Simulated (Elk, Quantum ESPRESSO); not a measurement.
An Elk input for a self-consistent single point of AlN (P6_3mc, 4 atoms in the cell) (DFT, LDA (PW92), all-electron FP-LAPW, Elk's shipped species files, default APW+lo basis):

```
tasks
  0

xctype
  3

rgkmax
  7.0

rmtscf
  0.83

stype
  3

swidth
  0.000734986

avec
    5.8453698718   -0.0000002643    0.0000000000
   -2.9226847070    5.0622389357    0.0000000000
    0.0000000000    0.0000000000    9.3735480247

atoms
  2   : nspecies
  'Al.in'   : spfname
  2   : natoms; atposl, bfcmt below
  0.6666666667  0.3333333333  0.4992900000    0.0 0.0 0.0
  0.3333333333  0.6666666667  0.9992900000    0.0 0.0 0.0
  'N.in'   : spfname
  2   : natoms; atposl, bfcmt below
  0.6666666667  0.3333333333  0.8807100000    0.0 0.0 0.0
  0.3333333333  0.6666666667  0.3807100000    0.0 0.0 0.0

ngridk
  6 6 4
```

Problem. Give the Quantum ESPRESSO input for the same structure, mesh, smearing and functional.

Solution. This is the input that was run; spellings and numerical settings could be chosen otherwise.

```fortran
&CONTROL
 calculation = 'scf',
 prefix = 'scf',
 outdir = './work',
 pseudo_dir = './',
 verbosity = 'high',
 tprnfor = .true.,
 tstress = .true.,
/
&SYSTEM
 ibrav = 4,
 celldm(1) = 5.8453698718,
 celldm(3) = 1.603585099029,
 nat = 4,
 ntyp = 2,
 ecutwfc = 40,
 ecutrho = 200,
 occupations = 'smearing',
 smearing = 'fermi-dirac',
 degauss = 0.00147,
/
&ELECTRONS
 conv_thr = 1.0d-9,
 mixing_beta = 0.3,
/
ATOMIC_SPECIES
Al    26.9815  al_lda_v1.uspp.F.UPF
N     14.0070  n_lda_v1.2.uspp.F.UPF
ATOMIC_POSITIONS {angstrom}
Al    1.5466182627    0.8929404703    2.4766122097
Al    0.0000000000    1.7858809406    4.9567462097
N     1.5466182627    0.8929404703    4.3685576303
N     0.0000000000    1.7858809406    1.8884236303
K_POINTS {automatic}
6 6 4  0 0 0
```

Basis settings and potentials, where a program has them, do not carry over. This input uses DFT, LDA (PZ), plane waves, GBRV 1.5 ultrasoft (LDA) pseudopotentials. LDA parametrisations can differ slightly between programs.

The starting cell comes from a database of computed structures (which also holds hypothetical and non-ambient phases and stackings), without a prior relaxation at this level. Its lattice was rescaled by a random factor within 2.5 % of one.
